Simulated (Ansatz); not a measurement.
## Effect of pressure 5 GPa on hypothetical zinc blende SnSe

Take SnSe in the zinc blende structure (space group F-43m, No. 216; a = 6.6567 Å; a hypothetical phase, not in the database extracts checked) as the base.

One thing is altered: cell and atoms relaxed at a pressure of 5 GPa.

The values are results of Ansatz (a quantum-chemistry and plane-wave program), PBEsol, PAW, cutoff 420 eV, no spin-orbit coupling, not measurements. Settings: 12×12×12 k-points, 0.05 eV Fermi–Dirac smearing.

The density goes up by 0.61 g/cm³ to 5.06 g/cm³ and the shortest interatomic distance falls by 0.1209 Å (2.882 Å → 2.762 Å). The enthalpy H = E + PV relative to the base's energy comes out as +1.08 eV/atom and the band gap is still zero.

Final structure:

```yaml
crystal:
  lattice:
    - [0.00000, 3.18875, 3.18875]
    - [3.18875, 0.00000, 3.18875]
    - [3.18875, 3.18875, 0.00000]
  atoms:
    - { symbol: Se, position: [0.75000, 0.75000, 0.75000] }
    - { symbol: Sn, position: [0.00000, 0.00000, 0.00000] }
```

Load acts through the strain it causes; cell and atoms are relaxed under it. No phonon test of stability was made. No other phases were tried under pressure. The final runs are not spin-polarised. The zero or small gap of SnSe can change with the level of theory.
